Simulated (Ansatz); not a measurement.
The parent structure is GaN in the zinc blende structure (space group F-43m, No. 216; a = 4.5485 Å).

Calculations: PBE in Ansatz (plane waves to 420 eV, PAW, spin-orbit coupling left out).

For the base:

| Property | Result |
|---|---|
| Band gap | 1.54 eV |
| Lattice parameter a | 4.549 Å |

It is then changed as follows: cell and atoms relaxed at a pressure of 0.9 GPa.

**Question.** Estimate the effect on the band gap and lattice parameter a.

**Answer.** The band gap grows by 0.03 eV (1.54 eV → 1.57 eV); the lattice parameter a drops by 0.008 Å, from 4.549 Å to 4.541 Å.

Load acts through the strain it causes; cell and atoms are relaxed under it. No phonon test of stability was made. This is not the structure that GaN has at room temperature and ambient pressure.

Ansatz is a quantum-chemistry and plane-wave program.
